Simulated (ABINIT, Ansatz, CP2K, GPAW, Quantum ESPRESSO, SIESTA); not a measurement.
Code comparison for SrYMg6 (Amm2, 8 atoms in the cell)

Self-consistent single point.

```
CELL_PARAMETERS angstrom
      5.26014     0.00000     0.00000
      0.00000     3.54636     5.84394
      0.00000    -3.54636     5.84394
ATOMIC_POSITIONS crystal
  Sr 0.00000 0.59812 0.59812
  Y  0.50000 0.90393 0.90393
  Mg 0.50000 0.38620 0.94212
  Mg 0.50000 0.94212 0.38620
  Mg 0.50000 0.40582 0.40582
  Mg 0.00000 0.10925 0.57149
  Mg 0.00000 0.57149 0.10925
  Mg 0.00000 0.08308 0.08308
```

All programs got the same cell, k-point mesh and kind of occupations (in Ansatz's words: kpoints.mp_grid.grid = 4 3 3; scf.occupations.method = fermi_dirac; scf.occupations.width = 0.0073 Ry); potentials, basis and cutoffs are each program's usual ones.

| code | model | pressure (GPa) | largest force (eV/Å) | k-points | cutoff |
|---|---|---|---|---|---|
| Ansatz | LDA (PW92), PAW files made with PBE | -2.34 | 0.099 | 12 | 30.9 Ry |
| CP2K | LDA (Pade form), GPW, TZVP-MOLOPT-SR-GTH basis, GTH-PADE potentials (GTH_POTENTIALS) | -2.15 | 0.107 | 19 | grid 500 Ry |
| GPAW | LDA (Perdew-Wang 92), GPAW PAW datasets LDA (gpaw-data 1.0.1) | -2.29 | 0.099 | 12 | 850 eV |
| SIESTA | LDA PW92, numerical atomic orbitals DZP, PseudoDojo LDA standard norm-conserving potentials (rewritten from UPF to PSML) | -0.85 | 0.199 | 20 | grid 350 Ry |
| Quantum ESPRESSO | LDA (PZ), GBRV 1.5 ultrasoft (LDA) pseudopotentials | -2.36 | 0.098 | 12 | 40 Ry |
| ABINIT | LDA (PW92), norm-conserving pseudopotentials (PseudoDojo nc-sr-04 LDA standard) | -2.31 | 0.100 | 12 | 42 Ha |

Size of the force on each atom (eV/Å): Sizes of forces hide their directions.

```csv
code,Sr1,Y2,Mg3,Mg4,Mg5,Mg6,Mg7,Mg8
Ansatz,0.009,0.049,0.024,0.024,0.077,0.090,0.090,0.099
CP2K,0.035,0.034,0.039,0.039,0.077,0.107,0.107,0.103
GPAW,0.010,0.051,0.022,0.022,0.069,0.089,0.089,0.099
SIESTA,0.062,0.055,0.199,0.199,0.089,0.142,0.142,0.008
Quantum ESPRESSO,0.010,0.049,0.024,0.024,0.078,0.090,0.090,0.098
ABINIT,0.010,0.049,0.026,0.026,0.080,0.091,0.091,0.100
```

The spread over the programs that give each value: pressure within 1.51 GPa; largest force within 0.101 eV/Å.

The starting cell comes from a database of computed structures (which also holds hypothetical and non-ambient phases and stackings), without a prior relaxation at this level.

Task: Why do the programs differ, and what cannot be compared?

Result: Differences of this kind can come from the potentials, where these differ, and from what each basis and cutoff leave unconverged. The valence holds different numbers of electrons (Ansatz (an electronic-structure program) 81, CP2K 33, GPAW 81, SIESTA 81, Quantum ESPRESSO 81, ABINIT 81). The zero of total energies and Fermi levels follows the potentials and each program's conventions, so they are not compared here. CP2K and SIESTA use small atom-centred bases, whose incompleteness enters pressures, forces and empty levels differently from a plane-wave cutoff. Ansatz's pressure is given at a fixed set of plane waves, as the other plane-wave codes print theirs. Ansatz's smearing width was typed in Ry to four decimals, so it matches the others to a few per cent. The same LDA comes in different parametrisations, which differ slightly. The programs reduce the same mesh by symmetry to different extents, which changes the work and not the result. In the pressure, SIESTA (by 1.48) lies more than 1 GPa from the median of the plane-wave programs. In the force vectors, SIESTA (by 0.203) lies more than 0.08 eV/Å from the median of the plane-wave programs.

Left out of this page: FLEUR (stopped by limits of time or memory).

Keys are those of Ansatz 0.2.
